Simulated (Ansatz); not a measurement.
Band structure of HfB₂ (P6/mmm, 3 atoms in the cell).

```xyz
3
Lattice="3.1797 0.0000 0.0000 -1.5898 2.7537 0.0000 0.0000 0.0000 3.5314" Properties=species:S:1:pos:R:3 pbc="T T T"
Hf     0.0000     0.0000     0.0000
B      0.0000     1.8358     1.7657
B      1.5898     0.9179     1.7657
```

Method of the run: PBE (plane waves, PAW; Ansatz, an electronic-structure program).

Settings: kpoints.mp_grid.grid = 8 8 6; hamiltonian.xc = pbe; hamiltonian.pseudopotentials = {kind: paw} (the program's default PAW files); scf.occupations.method = fermi_dirac; scf.occupations.width = 0.1 eV; kpoints.band_path.npoints = 8.

The starting cell comes from a database of computed structures (which also holds hypothetical and non-ambient phases and stackings), without a prior relaxation at this level. Its lattice was rescaled by a random factor within 2.5 % of one. Spin-orbit coupling is off.

Levels in eV from the Fermi level, bands 13 to 19:
```json
[
 {"point": "Γ", "13": "-3.03", "14": "-2.92", "15": "-2.92", "16": "-2.88", "17": "3.71", "18": "3.71", "19": "4.30"},
 {"point": "M", "13": "-9.06", "14": "-4.11", "15": "-3.45", "16": "-2.86", "17": "1.95", "18": "2.49", "19": "5.14"},
 {"point": "K", "13": "-8.31", "14": "-7.65", "15": "-2.61", "16": "-2.61", "17": "1.56", "18": "1.56", "19": "3.22"},
 {"point": "A", "13": "-8.32", "14": "-1.24", "15": "-1.24", "16": "0.21", "17": "0.21", "18": "0.85", "19": "0.85"},
 {"point": "L", "13": "-7.52", "14": "-4.93", "15": "-4.68", "16": "-2.84", "17": "3.71", "18": "3.79", "19": "5.83"},
 {"point": "H", "13": "-9.04", "14": "-5.55", "15": "-3.25", "16": "-3.25", "17": "4.04", "18": "5.04", "19": "6.40"}
]
```

Bands cross the Fermi level along this path, so the cell is metallic at this level.

Keys are those of Ansatz 0.2.
